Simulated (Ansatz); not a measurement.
A relaxation of the atoms of AlNi (Cmm2, 2 atoms in the cell) with Ansatz (a first-principles code).

Level of theory: LDA (PW92), default PAW files made with PBE (plane waves; Ansatz).

The change in words: one atom moved by 0.15 angstrom; relax: default → atoms; relax.f_tol: default → 0.2 eV/Å. Reference geometry:
```xyz
2
Lattice="1.9329 -1.9473 0.0000 1.9329 1.9473 0.0000 0.0000 0.0000 3.0901" Properties=species:S:1:pos:R:3 pbc="T T T"
Al     0.0000     0.0000     0.0000
Ni     1.9329     0.0000     1.5451
```

Reference input (self-consistent single point, DFT, LDA (PW92), plane waves, default PAW files made with PBE): basis.ecutwfc = 30.9 Ry; kpoints.mp_grid.grid = 12 12 11; hamiltonian.xc = lda; hamiltonian.pseudopotentials = {kind: paw} (the program's default PAW files); scf.occupations.method = gaussian; scf.occupations.width = 0.0073 Ry. This run's input differs from it in these lines:

```diff
@@ -6,3 +6,3 @@
   atoms:
-    - { symbol: Al, position: [0.000000, 0.000000, 0.000000] }
+    - { symbol: Al, position: [0.000000, 0.000000, 0.048542] }
     - { symbol: Ni, position: [0.500000, 0.500000, 0.500000] }
@@ -21,2 +21,4 @@
     width: 0.0073 Ry
+relax:
+  f_tol: 0.2
 output:
```

Output (repeated stretches shortened):

```
   [... SCF lines of the steps left out ...]
relax step   1: F+E_penalty+E_count = -6287.55029974 eV  Δ(F+E_penalty+E_count) = +0.000e0 eV  max|allowed force component| = 9.088e-1 eV/Å  Δτ_max = 0.0000 Å  (6 SCF iters, dr2 threshold 1.00e-4 eV, accepted)
relax step   2: F+E_penalty+E_count = -6287.58095025 eV  Δ(F+E_penalty+E_count) = -3.065e-2 eV  max|allowed force component| = 6.715e-1 eV/Å  Δτ_max = 0.0194 Å  (6 SCF iters, dr2 threshold 5.16e-5 eV, accepted)
relax step   3: F+E_penalty+E_count = -6287.61820238 eV  Δ(F+E_penalty+E_count) = -3.725e-2 eV  max|allowed force component| = 5.990e-3 eV/Å  Δτ_max = 0.0551 Å  (6 SCF iters, accepted)
the relaxation is at rest under the 4 symmetry operations that the run kept from its start: a minimum is not shown …
Free energy (F): -6287.618202 eV
Internal energy: -6287.614294 eV  (E = F + TS)
E sigma→0 (E₀):  -6287.616248 eV
Entropy (-TS):   -0.003908 eV (-1.954 meV/atom)
Fermi energy:    14.100836 eV
--- Forces (eV/Å), atoms counted from 1 ---
  atom   1  Al     0.00000000     0.00000000    -0.00598986
  atom   2  Ni     0.00000000     0.00000000     0.00599109
--- Stress (GPa, compression-positive) ---
       -0.460589       0.000000       0.000000
        0.000000      -1.954641       0.000000
        0.000000       0.000000      -8.278056
  P = ⅓ Tr σ = -3.5644 GPa (-35.644 kbar)
  The stress holds the Pulay correction. Without it, at fixed plane waves, as pw.x and ABINIT print it: P = -3.6533 GPa
--- Relaxed structure (3 steps of the walk, 3 accepted, 0 SCFs on fresh bases) ---
  F+E_penalty+E_count = -6287.61820238 eV   max|allowed force component| = 5.990e-3 eV/Å
  atoms:
    - { symbol: Al, position: [0.0, 0.0, 0.02443245114878959] }
    - { symbol: Ni, position: [0.5, 0.5, 0.5241095488512104] }
```

The run converged.  The full log also holds: “iter 5 did not close the SCF: its close was put off for the readings that it lacked (scf_convergence_deferred on its scf_iter line)”. The full log also holds: “iter 4 did not close the SCF: its close was put off for the readings that it lacked (scf_convergence_deferred on its scf_iter line)”.

Summary of the result:
| Quantity | Result |
|---|---|
| Free energy E − TS (on the zero of these files) | -6287.6182 eV |
| Fermi level (on the code's own zero) | 14.10 eV |
| Pressure | -3.56 GPa |
| Largest force (vector length) | 0.006 eV/Å |
| Relaxation steps | 3 |

The starting cell comes from a database of computed structures (which also holds hypothetical and non-ambient phases and stackings), without a prior relaxation at this level. Its lattice was rescaled by up to half a per cent. For this run, on top of that: one atom moved by 0.15 angstrom. Spin polarisation is off. The relaxation keeps the symmetry of its start, so its end need not be a minimum. Ansatz's pressure includes its estimate of the finite-basis (Pulay) stress.

Keys are those of Ansatz 0.2.
